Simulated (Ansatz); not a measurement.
System: interstitial Na in corundum (charge state +1). All values below come from HSE06, atoms relaxed with HSE06 at the PBE lattice, PAW (plane waves to 420 eV; Ansatz, a first-principles code).

270-site cell at the relaxed PBE lattice, the Γ point alone, smearing 0.01 eV, spin-restricted, no finite-size correction. Static, classical nuclei. The charge state is imposed; whether it is stable for some Fermi level was not computed. Sites that were not tried may lie lower.

The step: Na moves alone to another site; the atom moves 3.53 Å along (0.67, 0.33, -0.17) of the unit cell; the moving atom starts with neighbours 2 Al at 2.24; 6 O at 2.05 Å and ends with 2 Al at 2.24; 6 O at 2.05 Å.

Question: What is the computed migration barrier of this step (HSE06, atoms relaxed with HSE06 at the PBE lattice, PAW)?

Answer: 4.20 eV, the same both ways. At the saddle the moving atom has neighbours Al at 2.14, Al at 2.21; O at 1.84, 2 O at 1.92, O at 2.14, O at 2.22 Å. The saddle point's order was not checked.
